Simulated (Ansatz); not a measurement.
System: ZnBr₂ (R-3m, No. 166, 3 atoms in the cell; start mp-569960). Method: LDA (plane waves, PAW; Ansatz, an electronic-structure program).

Numerical settings: plane-wave cutoff 500 eV, 12×12×12 k mesh, gaussian smearing 0.02 eV, scalar-relativistic PAW data made under PBE.

Cell (relaxed at this level):

```
CELL_PARAMETERS angstrom
      1.83265     1.05808     6.07753
     -1.83265     1.05808     6.07753
      0.00000    -2.11617     6.07753
ATOMIC_POSITIONS crystal
  Zn 0.00000 0.00000 0.00000
  Br 0.25351 0.25351 0.25351
  Br 0.74649 0.74649 0.74649
```

Give the computed band gap.


* **band gap**: 2.92 eV (on the SCF k mesh)

Note: the relaxation could not lower the start's symmetry, so the cell can be a saddle point above a distorted one.

Spin–orbit coupling is not included.

Static lattice: no zero-point or thermal effects.

The result took roughly 90 core-seconds.

A start named mp-… is a Materials Project structure, which need not be a measured phase.
